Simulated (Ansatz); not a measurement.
The starting structures come from a database of crystals and need not be the phases stable at ambient conditions.

Tunnelling through a barrier is set by its complex band structure: the current falls as exp(−2κd) with the smallest κ.

Data:

```
CELL_PARAMETERS angstrom
      5.19455     0.00000     0.00000
      0.00000     6.61750     0.00000
      2.59727     3.30875     2.59727
ATOMIC_POSITIONS crystal
  Na 0.50000 0.75000 0.00000
  Na 0.50000 0.25000 0.00000
  H  0.55210 0.77605 0.44790
  H  0.44790 0.22395 0.55210
  H  0.00000 0.22395 0.55210
  H  0.00000 0.77605 0.44790
  Pt 0.00000 0.00000 0.00000
```

Space group of this cell: I4/mmm. The cell is taken as given.

Transport runs along the normal of the first two printed cell vectors, the (100) plane of the conventional cell.

The gap is the functional's own, uncorrected, and κ follows it; spin-orbit coupling is left out. Mid-gap values are interpolated between the computed energies.

Task: Predict the band gap and the smallest decay constant κ at mid-gap from PBEsol run with Ansatz (a first-principles code).

Result: Gap 2.07 eV on a 12×12×12 mesh; κ = 0.304 1/Å, at (0.000, 0.333) of the in-plane reciprocal vectors. At the zone centre, at the nearest computed energy, the slowest state has κ = 0.37 1/Å.
